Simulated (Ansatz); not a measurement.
# Rh, response to strain

Base system: Rh in the fcc (Cu type) structure (space group Fm-3m, No. 225; a = 3.755 Å; relaxed with 0.1 eV smearing).

Strains are applied to the cell and any free atomic positions relax.

All numbers come from LDA/PAW in Ansatz (a program for electronic structure), without spin-orbit coupling.

Notes on the quantities. energy relative to the base: free energy F.

| variant | energy relative to the base | pressure | volume per atom |
|---|---|---|---|
| base | 0 meV/atom | 0.0 GPa | 13.24 Å³ |
| isotropic strain −3.00 % | [?] | [?] | 12.08 Å³ |
| isotropic strain −2.00 % | +51 meV/atom | 22.3 GPa | 12.46 Å³ |
| isotropic strain −1.50 % | +28 meV/atom | 16.0 GPa | 12.65 Å³ |
| isotropic strain −0.50 % | +3.0 meV/atom | 4.9 GPa | 13.04 Å³ |
| isotropic strain +0.50 % | +2.9 meV/atom | -4.5 GPa | 13.44 Å³ |
| isotropic strain +1.00 % | +11 meV/atom | -8.7 GPa | 13.64 Å³ |
| isotropic strain +1.50 % | +25 meV/atom | -12.6 GPa | 13.84 Å³ |
| isotropic strain +2.00 % | +43 meV/atom | -16.1 GPa | 14.05 Å³ |
| isotropic strain +3.00 % | +93 meV/atom | -22.3 GPa | 14.47 Å³ |

Question: Complete the table.

Answer: 
- isotropic strain −3.00 %, energy relative to the base: +119 meV/atom
- isotropic strain −3.00 %, pressure: 36.3 GPa

Stability against distortions was not tested. The final runs are not spin-polarised. Rh lies near a magnetic instability that expansion can trigger; it was not tested.
